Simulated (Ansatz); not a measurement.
# Short convergence ladders for InCu2 (P3m1, 6 atoms in the cell)

```xyz
6
Lattice="4.4681 0.0000 0.0000 -2.2341 3.8695 0.0000 0.0000 0.0000 5.3843" Properties=species:S:1:pos:R:3 pbc="T T T"
In     2.2341     1.2898     4.0882
In     0.0000     2.5797     1.3461
Cu     0.0000     0.0000     0.0000
Cu     0.0000     0.0000     2.6922
Cu     2.2341     1.2898     1.3461
Cu     0.0000     2.5797     4.0382
```

Base method: PBEsol, default PAW files made with PBE (plane waves; Ansatz, an electronic-structure program).

Base settings: basis.ecutwfc = 420 eV; kpoints.mp_grid.grid = 6 6 3; hamiltonian.xc = pbesol; hamiltonian.pseudopotentials = {kind: paw} (the program's default PAW files); scf.occupations.method = fermi_dirac; scf.occupations.width = 0.1 eV.

The count of work is k-points × plane waves × bands × iterations; it is no time. 

**The cutoff for other potential files**

Level: DFT, PBEsol, plane waves, harder PAW files (source: ansatz) made with PBE.

In this ladder: hamiltonian.pseudopotentials = {kind: paw, source: ansatz}.

The second cell is the first with its lattice scaled by 0.98.

The mesh stays at the base's, so the ladder's end is converged at best in this setting alone.

The first pressure column holds Ansatz's estimate of the finite-basis (Pulay) stress, which hides part of the cutoff error; the other is without it.

Only quantities that move along the ladder and can be compared are tabulated.

| basis.ecutwfc | free energy less the last step's (meV/atom) | energy of the compressed cell less the first (meV/atom) | pressure (GPa) | pressure without the Pulay estimate (GPa) | largest difference of a force vector from the last step's (eV/Å) | count of work / last |
|---|---|---|---|---|---|---|
| 320 eV | 20493.01 | 65.97 | -11.87 | -1049.50 | 0.173 | 0.11 |
| 390 eV | 3889.18 | -36.50 | -4.17 | -261.74 | 0.054 | 0.16 |
| 495 eV | 240.06 | -21.40 | -5.93 | -29.83 | 0.004 | 0.20 |
| 605 eV | 5.74 | -16.70 | -5.85 | -6.74 | 0.000 | 0.27 |
| 710 eV | 0.82 | -16.69 | -5.85 | -5.86 | 0.000 | 0.36 |
| 850 eV | 0.66 | -16.69 | -5.85 | -5.85 | 0.000 | 0.47 |
| 1065 eV | 0.22 | -16.70 | -5.85 | -5.86 | 0.000 | 0.65 |
| 1420 eV | 0.00 | -16.70 | -5.85 | -5.85 | 0.000 | 1.0 |

Coarsest basis.ecutwfc that holds the free energy within 0.5 meV/atom of the last step, with all finer ones: 1065 eV; the step before is off by 0.66 meV/atom.

Coarsest basis.ecutwfc that holds the pressure without the Pulay estimate within 0.5 GPa of the last step, with all finer ones: 710 eV, at 0.36 of the last step's count of work; the step before is off by 0.89 GPa.

Coarsest basis.ecutwfc that holds the forces within 0.005 eV/Å of the last step, with all finer ones: 495 eV, at 0.20 of the last step's count of work; the step before is off by 0.054 eV/Å.

The energy difference between the two cells stays within 1 meV/atom of the last step's from 605 eV on, the total only from 710 eV on: much of the error is common to both cells and cancels.

At the lowest cutoff the pressure without the Pulay estimate lies 1040 GPa under the last step's, the usual sign of Pulay stress in an incomplete plane-wave basis.

**The density cutoff**

The second cell is the first with its lattice scaled by 0.98.

The mesh stays at the base's, so the ladder's end is converged at best in this setting alone.

Only quantities that move along the ladder and can be compared are tabulated.

```tsv
basis.ecutrho_ratio	free energy less the last step's (meV/atom)	energy of the compressed cell less the first (meV/atom)	pressure (GPa)
2	-9.29	-17.76	-5.24
3	-0.22	-16.84	-5.86
4	0.00	-16.86	-5.88
5	0.00	-16.86	-5.88
6	0.00	-16.86	-5.88
8	0.00	-16.86	-5.88
10	0.00	-16.86	-5.88
12	0.00	-16.86	-5.88
16	0.00	-16.86	-5.88
```

Coarsest basis.ecutrho_ratio that holds the free energy within 0.5 meV/atom of the last step, with all finer ones: 3; the step before is off by 9.3 meV/atom.

Coarsest basis.ecutrho_ratio that holds the energy of the compressed cell less the first within 0.5 meV/atom of the last step, with all finer ones: 3; the step before is off by 0.90 meV/atom.

Coarsest basis.ecutrho_ratio that holds the pressure within 0.05 GPa of the last step, with all finer ones: 3; the step before is off by 0.63 GPa.

The energy difference between the two cells stays within 1 meV/atom of the last step's from 2 on, the total only from 3 on: much of the error is common to both cells and cancels.

**The relaxed cell against the cutoff**

On InCu₂ (P6_3/mmc, 6 atoms in the cell): atoms on their sites.

In this ladder: relax = cell and atoms.

The mesh stays at the base's, so the ladder's end is converged at best in this setting alone.

Only quantities that move along the ladder and can be compared are tabulated.

| basis.ecutwfc | relaxed volume (Å³/atom) | relaxation steps |
|---|---|---|
| 295 eV | 14.759 | 17 |
| 355 eV | 14.641 | 9 |
| 420 eV | 14.634 | 5 |
| 505 eV | 14.636 | 5 |
| 630 eV | 14.634 | 5 |
| 840 eV | 14.634 | 5 |

Coarsest basis.ecutwfc that holds the relaxed volume within 0.029 Å³/atom of the last step, with all finer ones: 355 eV; the step before is off by 0.12 Å³/atom.

At the lowest cutoff the cell relaxes to a volume 0.9 % larger than at the highest. Ansatz relaxes on a stress corrected for the finite basis.

On the base run: the starting cell comes from a database of computed structures (which also holds hypothetical and non-ambient phases and stackings), without a prior relaxation at this level. Its lattice was rescaled by up to half a per cent. One atom was moved a little off its site on purpose. Spin polarisation is off. Without a gap this mesh is coarse (it stands for a supercell whose shortest vector is 16 Å).

Left out of this page: 2 runs of the series failed or unconverged.

Keys are those of Ansatz 0.2.
